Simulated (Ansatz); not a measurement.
Consider MgTe in the zinc blende structure (space group F-43m, No. 216; a = 6.4393 Å). Axes: x, y, z lie along the cube axes.

Calculations: Kohn–Sham DFT with the PBEsol functional, run in Ansatz (a quantum-chemistry and plane-wave program) with PAW and 420 eV plane waves, no spin-orbit coupling.

Perturbation: the cell is compressed by 2.00 % along z with no lateral relaxation; the atoms relax in the strained cell.

### Question
Predict the stress tensor and what it implies for the stiffness.

### Answer
Stress of the strained cell less that of the base (GPa, compression positive):
```
   0.67    0.00    0.00
   0.00    0.67    0.00
   0.00    0.00    0.92
```

Then −Δσ_ii/ε with ε = -0.0200 gives secant stiffness values (nonlinear terms included at this strain): C33 ≈ 46 GPa, C13 ≈ 34 GPa and C23 ≈ 34 GPa.

Stability against distortions was not tested.
